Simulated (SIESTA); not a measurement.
A self-consistent single point of BaTiO3 (P4mm, 5 atoms in the cell) with SIESTA.

Level of theory: GGA PBE, numerical atomic orbitals DZP, PseudoDojo PBE standard norm-conserving potentials (rewritten from UPF to PSML) (SIESTA).

The change in words: lattice scaled by 0.98. Reference geometry:
```xyz
5
Lattice="3.9900 0.0000 0.0000 0.0000 3.9900 0.0000 0.0000 0.0000 4.0400" Properties=species:S:1:pos:R:3 pbc="T T T"
Ba     0.0000     0.0000     0.0000
Ti     1.9950     1.9950     2.0725
O      1.9950     1.9950     3.9471
O      0.0000     1.9950     1.9675
O      1.9950     0.0000     1.9675
```

Reference input (self-consistent single point, DFT, GGA PBE, numerical atomic orbitals DZP, PseudoDojo PBE standard norm-conserving potentials (rewritten from UPF to PSML)): XC.functional = GGA; XC.authors = PBE; potentials = PseudoDojo PBE standard; PAO.BasisSize = DZP; PAO.EnergyShift = 0.01 Ry; MeshCutoff = 350 Ry; kgrid.MonkhorstPack = 7 7 7; OccupationFunction = FD; ElectronicTemperature = 580.23 K; MaxSCFIterations = 150; SCF.Mixer.Method = Pulay; SCF.Mixer.Weight = 0.1. This run's input differs from it in these lines:

```diff
@@ -11,3 +11,3 @@
 %endblock ChemicalSpeciesLabel
-LatticeConstant              3.990000 Ang
+LatticeConstant              3.910200 Ang
 %block LatticeVectors
@@ -20,6 +20,6 @@
      0.000000000    0.000000000    0.000000000  1
-     1.995000000    1.995000000    2.072520000  2
-     1.995000000    1.995000000    3.947080000  3
-     0.000000000    1.995000000    1.967480000  3
-     1.995000000    0.000000000    1.967480000  3
+     1.955100000    1.955100000    2.031069600  2
+     1.955100000    1.955100000    3.868138400  3
+     0.000000000    1.955100000    1.928130400  3
+     1.955100000    0.000000000    1.928130400  3
 %endblock AtomicCoordinatesAndAtomicSpecies
```

The program printed (abridged):

```
        iscf     Eharris(eV)        E_KS(eV)     FreeEng(eV)     dDmax    Ef(eV) dHmax(eV)
   scf:    1    -3676.121507    -3719.225486    -3719.225486  1.081978 -7.122614 15.207110
   scf:    2    -3730.526707    -3725.224168    -3725.224168  0.209430 -6.739877 11.195268
   scf:    3    -3724.369898    -3730.307343    -3730.307346  0.551882 -7.223624  5.316916
   scf:    4    -3732.420274    -3731.717444    -3731.717444  0.078049 -7.134963  1.180214
   scf:    5    -3731.869867    -3731.842290    -3731.842290  0.055143 -7.044062  0.339063
   [... 6 lines left out ...]
   scf:   12    -3731.848537    -3731.848533    -3731.848533  0.000482 -6.977822  0.000973
   scf:   13    -3731.848533    -3731.848533    -3731.848533  0.000056 -6.977591  0.000338
   scf:   14    -3731.848533    -3731.848533    -3731.848533  0.000019 -6.977657  0.000015
   scf:   15    -3731.848533    -3731.848533    -3731.848533  0.000001 -6.977654  0.000007
SCF Convergence by DM+H criterion
max |DM_out - DM_in|         :     0.0000006003
max |H_out - H_in|      (eV) :     0.0000074401
SCF cycle converged after 15 iterations

Using DM_out to compute the final energy and forces

siesta: E_KS(eV) =            -3731.8485

siesta: E_KS - E_eggbox =     -3731.8485

siesta: Atomic forces (eV/Ang):
     1    0.000000   -0.000000   -0.110014
     2    0.000000    0.000000   -0.197526
     3   -0.000000   -0.000000    0.419906
     4   -0.000000   -0.000000   -0.049358
     5   -0.000000    0.000000   -0.049358
   Tot    0.000000   -0.000000    0.013649
   Max    0.419906
   Res    0.124449    sqrt( Sum f_i^2 / 3N )
   Max    0.419906    constrained

Stress tensor Voigt[x,y,z,yz,xz,xy] (kbar):     -183.51     -183.51     -179.83        0.00       -0.00        0.00
   [... lines left out ...]
siesta: FreeEng =     -3731.848533
siesta: Cell volume =         60.534838 Ang**3
siesta:         182.28443069        173.40831103  kBar
   [... lines left out ...]
   5  6.659   1.702   0.035   1.551   1.964   1.956  -0.032  -0.278  -0.273
              0.007   0.006   0.006   0.005   0.009

mulliken: Qtot =       40.000

Mulliken Atomic Populations:
Atom #   charge [q] valence [e]  Species
     1     1.702741    8.297259  Ba
     2     0.255882   11.744118  Ti
     3    -0.641527    6.641527  O
     4    -0.658548    6.658548  O
     5    -0.658548    6.658548  O
 Total    -0.000000
```

The run converged in 15 iterations. Against the reference run the free energy goes up by 54.0 meV/atom, the pressure goes from 5.28 to 18.23 GPa, the largest force goes from 0.183 to 0.420 eV/Å and the gap on the mesh goes from 1.836 to 1.979 eV.

The starting cell has typed, rounded lattice constants, without a prior relaxation at this level. For this run, on top of that: lattice scaled by 0.98. Values carry the incompleteness of an atom-centred basis. The basis of the alkali or alkaline-earth atoms may lack their empty d shell, which can raise the gap. With a pressure of about 18 GPa the cell is away from its equilibrium volume at this level.

Cost on one core of a shared machine: roughly 60 s.
